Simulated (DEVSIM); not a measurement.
Structure: InP p-i-n diode, at 350 K.

Layer 1 from the left is InP, thickness (μm) 0.230, Na (cm⁻³) 4.1e17, τn (s) 6.3e-10, τp (s) 6.3e-10. Layer 2 from the left is InP, thickness (μm) 0.610, Nd (cm⁻³) 1.1e13, τn (s) 6.3e-10, τp (s) 6.3e-10. Layer 3 from the left is InP, thickness (μm) 0.300, Nd (cm⁻³) 2.5e17, τn (s) 6.3e-10, τp (s) 1.9e-8.

Left contact: ohmic. Right contact: ohmic. Voltage is applied to the left contact. Recombination: SRH at mid-gap. Mobility is constant in doping.

Constants are typed, rounded textbook-type inputs, not results; the design itself was drawn at random and stands for no fabricated device. Values at 300 K; Nc and Nv go as T^1.5, mobilities as T to minus their exponent, the gap by Varshni's rule with the affinity fixed.

InP: gap (eV) 1.344, affinity (eV) 4.38, permittivity 12.5, Nc (cm⁻³) 5.7e17, Nv (cm⁻³) 1.1e19, μn (cm²/Vs) 5200, μp (cm²/Vs) 170, T exponent of μn 2, T exponent of μp 2, Varshni α (eV/K) 0.000363, Varshni β (K) 162.

Simulated with DEVSIM: 1D drift-diffusion, Boltzmann statistics, complete ionisation; no tunnelling, impact ionisation, image-force lowering or self-heating.

What does the simulation give for the dark forward voltage at 1 A/cm², the dark forward voltage at 100 A/cm², the potential step across the device at zero bias?

dark forward voltage at 1 A/cm² 0.760 V; dark forward voltage at 100 A/cm² 0.947 V; potential step across the device at zero bias 1.190 V.
